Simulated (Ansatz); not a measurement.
Levels about the gap of amorphous Si₂₄O₄₉K₂ (75 atoms in a cell of 1136 Å³, 2.25 g/cm³; zone centre alone, so wide bands show as single levels with stretches between that a denser mesh fills), at the geometry that PBE relaxed, where it gives 0.0 GPa on a denser mesh. The participation number counts the atoms over which a state spreads; weights are charges in smoothed Voronoi cells. The levels come from a single point, so bond lengths are those of that geometry. Method of the levels: PBE, scalar-relativistic without spin-orbit coupling (Ansatz, an electronic-structure program). Sampling: the zone centre alone; Fermi-Dirac width 0.02 eV; no spin polarisation. At PBE the levels at the filled edge of the gap are localised (band-tail or defect states), and the nearest spread-out levels lie 5.4 eV apart at the zone centre.

Preparation: random packing, a CHGNet melt and quench, and a DFT relaxation. O atoms were pushed apart under 1.9 Å during the dynamics, to hinder bonds among them. The hot cell started wider than the set density and was brought back towards it in steps. It is the lowest in DFT energy of 2 quenches. It is a model cell: composition and starting density were chosen by hand, and all elements were melted together. No dispersion term was used. Its density started from a set value of 2.21 and ended at 2.25 g/cm³. The quench (nominally 320 K/ps over its main leg) was far faster than any real one, so the model tends to hold more defects than a real film. One small periodic cell is one sample of the glass; other quenches scatter about these values. Volume and shape were free in the relaxation.

```json
[
 {"E - E(highest filled), eV": "-2.47", "filling": "filled", "participation number": "7.3", "largest on": "O, 2 neighbours", "weight O": "0.95", "weight Si": "0.05", "weight K": "0.00"},
 {"E - E(highest filled), eV": "-2.26", "filling": "filled", "participation number": "3.6", "largest on": "O, 2 neighbours", "weight O": "0.95", "weight Si": "0.05", "weight K": "0.00"},
 {"E - E(highest filled), eV": "-1.59", "filling": "filled", "participation number": "2.0", "largest on": "O, 1 neighbours", "weight O": "0.89", "weight Si": "0.11", "weight K": "0.00"},
 {"E - E(highest filled), eV": "-1.10", "filling": "filled", "participation number": "1.5", "largest on": "O, 2 neighbours", "weight O": "0.93", "weight Si": "0.06", "weight K": "0.01"},
 {"E - E(highest filled), eV": "-1.01", "filling": "filled", "participation number": "1.5", "largest on": "O, 2 neighbours", "weight O": "0.93", "weight Si": "0.06", "weight K": "0.01"},
 {"E - E(highest filled), eV": "-0.09", "filling": "filled", "participation number": "1.5", "largest on": "O, 1 neighbours", "weight O": "0.93", "weight Si": "0.07", "weight K": "0.00"},
 {"E - E(highest filled), eV": "0.00", "filling": "filled", "participation number": "1.5", "largest on": "O, 1 neighbours", "weight O": "0.94", "weight Si": "0.06", "weight K": "0.00"},
 {"E - E(highest filled), eV": "2.73", "filling": "empty", "participation number": "63.6", "largest on": "K, 6 neighbours", "weight O": "0.69", "weight Si": "0.25", "weight K": "0.06"},
 {"E - E(highest filled), eV": "4.21", "filling": "empty", "participation number": "27.2", "largest on": "Si, 4 neighbours", "weight O": "0.60", "weight Si": "0.30", "weight K": "0.10"},
 {"E - E(highest filled), eV": "4.49", "filling": "empty", "participation number": "36.4", "largest on": "O, 2 neighbours", "weight O": "0.68", "weight Si": "0.25", "weight K": "0.07"},
 {"E - E(highest filled), eV": "4.57", "filling": "empty", "participation number": "39.1", "largest on": "Si, 4 neighbours", "weight O": "0.68", "weight Si": "0.28", "weight K": "0.03"},
 {"E - E(highest filled), eV": "4.61", "filling": "empty", "participation number": "40.4", "largest on": "K, 6 neighbours", "weight O": "0.68", "weight Si": "0.22", "weight K": "0.10"},
 {"E - E(highest filled), eV": "4.71", "filling": "empty", "participation number": "36.5", "largest on": "O, 2 neighbours", "weight O": "0.69", "weight Si": "0.25", "weight K": "0.06"},
 {"E - E(highest filled), eV": "4.95", "filling": "empty", "participation number": "49.4", "largest on": "O, 2 neighbours", "weight O": "0.71", "weight Si": "0.26", "weight K": "0.03"}
]
```

Most localised among these is the filled level at -0.09 eV, on a O atom, which has 1 neighbours (Si 1.55 Å).
